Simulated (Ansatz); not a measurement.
MgO (Fm-3m), Ansatz (a quantum-chemistry and plane-wave program) with HSE06, rigid bands: band gap 6.47 eV, N_c = 5.43e18 cm⁻³ and N_v = 2.76e20 cm⁻³ at 300 K, conductivity masses of 0.362 mₑ (electrons) and 2.14 mₑ (holes). Take k_BT = 0.02585 eV.

### Question
A film of it is 5 nm thick. Estimate the confinement energies in an infinite well.

### Answer
ħ²π²/(2m t²) = 0.376 eV·nm²/(m/mₑ × t²) gives 41.6 meV for electrons and 7.03 meV for holes, so the gap would widen to about 6.52 eV. Finite barriers and nonparabolic bands lower this, and with several valleys or bands the heaviest mass along the normal sets the lowest level, not this average.

### Question
Find the intrinsic carrier density and the intrinsic Fermi level.

### Answer
n_i = √(N_c N_v) exp(−E_g/2k_BT) = 3.87e19 × exp(−125.14) = 1.7e-35 cm⁻³. The level lies (k_BT/2) ln(N_v/N_c) = 51 meV from mid-gap (positive towards the conduction band). Each 0.1 eV added to the gap lowers n_i by a factor of 6.9.

### Question
What thermal injection velocity √(2k_BT/πm) limits a ballistic channel?

### Answer
8.94e6 cm/s for electrons and 3.68e6 cm/s for holes, a ratio of √(m_h/m_e) = 2.43, for dilute carriers.

Rigid, parabolic bands with the computed gap; masses take one relaxation time for all states. Spin-orbit coupling is left out. Geometry: cell and atoms relaxed with PBEsol.
